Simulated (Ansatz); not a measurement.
Base system: TiO2 in the anatase structure (space group I4_1/amd, No. 141; a = 3.799 Å, c = 9.701 Å). Axes: x, y, z lie along a, b, c of the conventional cell.

Computed with plane-wave PAW DFT at the PBE level (Ansatz, a first-principles code, 420 eV), no SOC.

One thing is altered: every lattice vector is shortened by 0.60 %; the atoms relax in the strained cell.

Problem. Predict the stress tensor and what it implies for the stiffness.

Solution. Stress of the strained cell less that of the base (GPa, compression positive):
```
   3.84    0.00    0.00
   0.00    3.84    0.00
   0.00    0.00    2.94
```

Then B = −ΔP/(ΔV/V₀) with ΔV/V₀ = -0.0179 gives secant stiffness values (nonlinear terms included at this strain): B (at held cell shape, above the free-shape value) ≈ 198 GPa.

Stability against distortions was not tested. All final runs are without spin polarisation.
